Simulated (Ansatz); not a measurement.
**Carrier properties of ZnS under load (space group P6_3mc)**

Given:

```xyz
4
Lattice="3.7976 0.0000 0.0000 -1.8988 3.2888 0.0000 0.0000 0.0000 6.1101" Properties=species:S:1:pos:R:3 pbc="T T T"
Zn     0.0000     2.1925    -0.0093
Zn     1.8988     1.0963     3.0458
S      0.0000     2.1925     2.3005
S      1.8988     1.0963     5.3556
```

All values below come from r2SCAN with spin-orbit coupling, rigid bands (plane waves, PAW; Ansatz, an electronic-structure program). Condition of this run: uniaxial stress along c of 2 GPa (compression positive) (the target of the relaxation). Geometry: cell and atoms relaxed with PBEsol, then loaded as said.

```yaml
band_gap: 2.93 eV
electron conductivity mass (300 K, dilute): 0.22 (x), 0.22 (y), 0.20 (z) mₑ
hole conductivity mass (300 K, dilute): 1.22 (x), 1.22 (y), 1.00 (z) mₑ
effective density of states N_c (300 K): 2.4e18 cm⁻³
effective density of states N_v (300 K): 4.3e19 cm⁻³
density_of_states_mass_electrons: 0.21 mₑ
density_of_states_mass_holes: 1.42 mₑ
Seebeck coefficient, n-type 1e19 cm⁻³, 300 K: -119 μV/K
Seebeck coefficient, p-type 1e19 cm⁻³, 300 K: 372 μV/K
best p-type power factor at 300 K for τ = 10 fs (best axis; densities from 1e16 to 1e21 cm⁻³ tried, whether or not they can be reached): 11.7 μW/(cm·K²) at 3e20 cm⁻³
```

Rigid bands; masses and Seebeck coefficients take one relaxation time τ for all states and one kind of carrier; polarons and phonon drag are left out. Geometry: cell and atoms relaxed with PBEsol.
